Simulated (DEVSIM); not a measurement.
Structure: abrupt Si n-p junction, at 350 K.

```csv
layer (left to right),material,thickness (μm),Nd (cm⁻³),Na (cm⁻³),τn (s),τp (s)
1,Si,39.0,1.6e19,-,1.8e-6,1.8e-6
2,Si,0.400,-,1.1e16,1.8e-6,1.8e-6
```

Left contact: ohmic. Right contact: ohmic. Voltage is applied to the left contact. Recombination: SRH at mid-gap, radiative, Auger. Mobility is μmin + (μ − μmin)/(1 + (N/Nref)^α).

This is a model device: material constants are rounded textbook-type values typed into the input, and sizes, dopings and lifetimes were drawn at random. Values at 300 K; Nc and Nv go as T^1.5, mobilities as T to minus their exponent, the gap by Varshni's rule with the affinity fixed.

| parameter | Si |
|---|---|
| gap (eV) | 1.124 |
| affinity (eV) | 4.05 |
| permittivity | 11.7 |
| Nc (cm⁻³) | 2.86e19 |
| Nv (cm⁻³) | 3.1e19 |
| μn (cm²/Vs) | 1417 |
| μp (cm²/Vs) | 470 |
| μn,min | 52 |
| μp,min | 45 |
| Nref,n | 9.7e16 |
| Nref,p | 2.2e17 |
| αn | 0.68 |
| αp | 0.72 |
| T exponent of μn | 2.3 |
| T exponent of μp | 2.2 |
| B (cm³/s) | 4.7e-15 |
| Cn (cm⁶/s) | 2.8e-31 |
| Cp (cm⁶/s) | 9.9e-32 |
| Varshni α (eV/K) | 0.000473 |
| Varshni β (K) | 636 |

DEVSIM, 1D drift-diffusion, Boltzmann statistics, complete ionisation; no tunnelling, impact ionisation, image-force lowering or self-heating.

Q: Tabulate band edges, carrier densities and field at zero bias.

A: Energies count from the Fermi level of the right contact; mesh points crowd at the junctions.

```tsv
x (μm)	Ec (eV)	Ev (eV)	n (cm⁻³)	p (cm⁻³)	field (V/cm)
0.000	0.024	-1.086	1.6e19	8900	≈ 0
0.03028	0.024	-1.086	1.6e19	8900	≈ 0
0.09382	0.024	-1.086	1.6e19	8900	≈ 0
0.2423	0.024	-1.086	1.6e19	8900	≈ 0
0.7448	0.024	-1.086	1.6e19	8900	≈ 0
1.644	0.024	-1.086	1.6e19	8900	≈ 0
3.746	0.024	-1.086	1.6e19	8900	≈ 0
10.86	0.024	-1.086	1.6e19	8900	≈ 0
23.10	0.024	-1.086	1.6e19	8900	≈ 0
31.68	0.024	-1.086	1.6e19	8900	≈ 0
35.78	0.024	-1.086	1.6e19	8900	≈ 0
37.90	0.024	-1.086	1.6e19	8900	≈ 0
38.51	0.024	-1.086	1.6e19	8900	≈ 0
38.80	0.024	-1.086	1.6e19	8900	≈ 0
38.95	0.024	-1.086	1.6e19	8900	≈ 0
38.99	0.024	-1.086	1.6e19	8900	27
39.01	0.164	-0.947	1.6e17	910000	61000
39.05	0.347	-0.764	3.6e14	3.9e8	41000
39.17	0.711	-0.399	2.1e9	6.9e13	20000
39.29	0.846	-0.264	2.3e7	6.1e15	3900
39.36	0.861	-0.250	1.4e7	9.9e15	970
39.40	0.864	-0.247	1.3e7	1.1e16	660
```
